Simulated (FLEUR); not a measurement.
Worked example: self-consistent single point of Bi (R-3m, 2 atoms in the cell) in FLEUR.

Level of theory: PBEsol, all-electron FLAPW (FLEUR), scalar-relativistic valence.

```
CELL_PARAMETERS angstrom
      4.22706    -2.30844     0.00000
      4.22706     2.30844     0.00000
      2.96639     0.00000     3.79440
ATOMIC_POSITIONS crystal
  Bi 0.23400 0.23400 0.23400
  Bi 0.76600 0.76600 0.76600
```

Reference input (self-consistent single point, DFT, PBE, all-electron FLAPW (FLEUR), scalar-relativistic valence): Kmax = 3.8 1/bohr; GmaxXC = 15.2 1/bohr; xcFunctional = pbe; jspins = 1; l_soc = F; mode = gauss; fermiSmearingEnergy = 0.00999582 Htr; mesh (inpgen div1-3) = 9 9 9; inpgen gamma flag = false; Gmax = 15.2 1/bohr; numbands = 0; maxIterBroyd = 15. This run's input differs from it in these lines:

```diff
@@ -14,2 +14,3 @@
 &comp jspins=1 /
+&exco xctyp='PBEs' /
 &kpt div1=9 div2=9 div3=9 /
@@ -26,3 +27,3 @@
       <coreElectrons ctail="T" frcor="F" kcrel="0" coretail_lmax="0"/>
-      <xcFunctional name="pbe" relativisticCorrections="F"/>
+      <xcFunctional name="PBEs" relativisticCorrections="F"/>
       <magnetism jspins="1"/>
```

Log, with long lists cut:

```
 Iteration:     1   Distance:       5.58582427 me/bohr^3
 Iteration:     2   Distance:       5.23813303 me/bohr^3
 Iteration:     3   Distance:       1.18597898 me/bohr^3
 Iteration:     4   Distance:       0.18815754 me/bohr^3
 Iteration:     5   Distance:       0.17074954 me/bohr^3
   [... 3 lines left out ...]
 Iteration:     9   Distance:       0.00165107 me/bohr^3
 Iteration:    10   Distance:       0.00028063 me/bohr^3
 Iteration:    11   Distance:       0.00016506 me/bohr^3
 Iteration:    12   Distance:       0.00000810 me/bohr^3
 Reset of history
 Run finished successfully
 Stop message:
   Structural relaxation: new displacements generated

[file out, last iteration]
             iter=     13
[...]
          total density-effective poten   -7.7215854596E+04
          total charge density-energy d   -7.8588245804E+02
 Updated energy parameters for spin:           1
[...]
 fermi energy and band-weighting factors:

[...]
FERMIE:
          first approx. to ef    (T=0)  :   0.229940 htr   (energy of the highest occ. eigenvalue)
          number of occ. states  (T=0)  :       1275
          first approx. to seigv (T=0)  : -11.554215 htr
          sum of weights of occ. states :  15.000000
          sum of semicore charge        :   0.000000 e
          fermi energy=   0.23434 har   work function=  -6.37668 ev
          number of valence electrons=  30.00000
   [... lines left out ...]
          total moment                 =     0.00000
 Direct bandgap for spin            1 :    2.0729800692386807E-002  Htr
   [... lines left out ...]
 ---->    (input%tkb*entropy) TS=              0.0000000000 htr
 ---->    free energy=                    -43151.6758692109 htr
      extrapolation for T->0
 ---->    total electron energy=          -43151.6758692109 htr
 ***** TOTAL FORCES ON ATOMS *****
 TOTAL FORCE FOR ATOM TYPE=  1  X=  5.050   Y=  0.000   Z=  1.678
                       FX_TOT=-0.001298 FY_TOT= 0.000000 FZ_TOT=-0.000431
```

The run converged in 12 iterations. FLEUR gives forces in its relaxation mode, with a further iteration, so its stop message speaks of a relaxation. Against the reference run the largest force goes from 0.007 to 0.070 eV/Å.

The starting cell has typed, rounded lattice constants, without a prior relaxation at this level. Its lattice was rescaled by a random factor within 2.5 % of one. Spin-orbit coupling is off. Values depend on the basis (sphere radii, cutoffs, local orbitals), which need not be converged. The log's line on a gap gives a spacing of levels on this mesh, which the program prints for metals too.

Cost on one core of a shared machine: roughly 4 min.
